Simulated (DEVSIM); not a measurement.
System: abrupt GaAs p-n junction, at 300 K.

| layer (left to right) | material | thickness (μm) | Nd (cm⁻³) | Na (cm⁻³) | τn (s) | τp (s) |
|---|---|---|---|---|---|---|
| 1 | GaAs | 0.200 | - | 2.7e15 | 2.8e-9 | 2.8e-9 |
| 2 | GaAs | 0.310 | 5.1e14 | - | 2.8e-9 | 2.8e-9 |

Left contact: ohmic. Right contact: ohmic. Voltage is applied to the left contact. Recombination: SRH at mid-gap, radiative. Mobility is constant in doping.

The device is made up for the run: typed textbook-type constants, with dimensions and the other settings drawn at random. Values at 300 K.

```tsv
parameter	GaAs
gap (eV)	1.424
affinity (eV)	4.07
permittivity	12.9
Nc (cm⁻³)	4.7e17
Nv (cm⁻³)	9e18
μn (cm²/Vs)	8500
μp (cm²/Vs)	400
B (cm³/s)	2e-10
```

Model (solved in DEVSIM): 1D drift-diffusion, Boltzmann statistics, complete ionisation; no tunnelling, impact ionisation, image-force lowering or self-heating.

Tabulate band edges, carrier densities and field at 1.05 V on the left contact.

Energies count from the Fermi level of the right contact; mesh points crowd at the junctions.

```
x (μm)   Ec (eV)  Ev (eV)  n (cm⁻³)  p (cm⁻³)  field (V/cm)
-------  -------  -------  --------  --------  ------------
0.000      0.164   -1.260     < 1e2    2.7e15           300
0.01021    0.165   -1.259    1.6e13    2.7e15           300
0.02368    0.165   -1.259    3.8e13    2.7e15           280
0.04145    0.165   -1.258    6.5e13    2.6e15           250
0.07103    0.166   -1.258    1.1e14    2.5e15           160
0.1000     0.166   -1.258    1.6e14    2.4e15            11
0.1319     0.166   -1.258    2.1e14    2.2e15          -250
0.1628     0.165   -1.259    2.7e14    1.9e15          -620
0.1796     0.163   -1.260    3.1e14    1.8e15          -890
0.1923     0.162   -1.262    3.5e14    1.6e15         -1100
0.2010     0.161   -1.263    3.8e14    1.5e15         -1300
0.2146     0.160   -1.264    4.2e14    1.4e15          -970
0.2303     0.158   -1.266    4.7e14    1.2e15          -670
0.2516     0.157   -1.267    5.3e14    1.1e15          -330
0.2925     0.157   -1.267    6.0e14    8.4e14           180
0.3364     0.159   -1.265    6.3e14    6.6e14           570
0.3840     0.162   -1.262    6.2e14    5.0e14           890
0.4251     0.166   -1.258    5.9e14    3.6e14          1100
0.4608     0.170   -1.254    5.6e14    2.2e14          1200
0.4815     0.173   -1.251    5.4e14    1.4e14          1200
0.4967     0.175   -1.249    5.2e14    6.5e13          1300
0.5100     0.176   -1.248    5.1e14     < 1e2          1300
```
